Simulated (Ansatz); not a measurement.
Consider Al2O3 in the corundum structure (space group R-3c, No. 167; a = 4.808 Å, c = 13.122 Å (hexagonal axes)). Axes: x lies along a and z along c of the hexagonal cell.

Computed with PBE (Ansatz, a program for electronic structure), no SOC, earlier PAW set.

Base values:

- Shortest interatomic distance = 1.874 Å
- Electron mass = 0.38 mₑ along c, 0.37 mₑ across (at Γ)

It is then changed as follows: tensile biaxial strain of 1.36 % in the plane normal to [001], as in epitaxy on a mismatched substrate; the out-of-plane cell vector and the atoms relax.

Problem. How does this affect the shortest interatomic distance, electron mass, energy relative to the base and out-of-plane strain?

Solution. The shortest interatomic distance rises by 0.016 Å to 1.890 Å; the electron mass changes from 0.38 mₑ along c, 0.37 mₑ across (at Γ) to 0.39 mₑ out of plane, 0.35 mₑ in plane (at Γ); the energy goes up by 5.4 meV/atom; the out-of-plane strain amounts to -0.63 %.

The levels and masses belong to the bands next to the band gap. Masses are band curvatures over ±0.01 Å⁻¹ around the edge. No phonon test of stability was made.
